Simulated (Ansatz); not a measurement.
## AlN under a change: uniaxial strain ε_zz = +3.00 %

Base system: AlN in the wurtzite structure (space group P6_3mc, No. 186; a = 3.1138 Å, c = 4.9833 Å). Axes: x lies along a and z along c of the hexagonal cell.

One thing is altered: uniaxial strain ε_zz = +3.00 %, all other strain components held at zero, atoms relaxed at fixed cell.

Level of theory: Ansatz (a first-principles code), PBEsol, PAW, cutoff 420 eV, without spin-orbit coupling. k-mesh 12×12×7 (Γ-centred); smearing 0.05 eV (Fermi–Dirac).

| quantity | base | changed | shift |
|---|---|---|---|
| volume per atom | 10.46 Å³ | 10.77 Å³ | +0.31 Å³ |
| space group | P6_3mc (No. 186) | P6_3mc (No. 186) | – |
| shortest interatomic distance | 1.891 Å | 1.905 Å | +0.014 Å |
| energy relative to the base (free energy F) | 0 meV/atom | +10 meV/atom | +10 meV/atom |
| pressure (mean of the normal stresses, compression positive) | 0.01 GPa | -5.32 GPa | -5.325 GPa |
| band gap | 4.09 eV | 3.94 eV | -0.15 eV |
| gap character | direct at Γ | direct at Γ | – |
| width of the top valence band | 2.41 eV | 2.23 eV | -0.174 eV |
| electron mass | – | 0.26 mₑ along z, 0.29 mₑ across (at Γ) | – |
| valence-band top at Γ (three highest levels, from the VBM) | 0.00, -0.22, -0.22 eV | 0.00, 0.00, -0.03 eV | – |
| stress (xx, yy, zz, yz, xz, xy; compression positive) | – | (-2.72, -2.72, -10.52, 0.00, 0.00, 0.00) GPa | – |

Final structure:

```
AlN
1.0
    3.11381     0.00000     0.00000
   -1.55691     2.69664     0.00000
    0.00000     0.00000     5.13285
Al N
2 2
Cartesian
  0.00000   1.79776   5.14562
  1.55691   0.89888   2.57920
  0.00000   1.79776   1.94797
  1.55691   0.89888   4.51439
```

Effective masses come from finite differences of ±0.01 Å⁻¹. Stability against distortions was not tested.
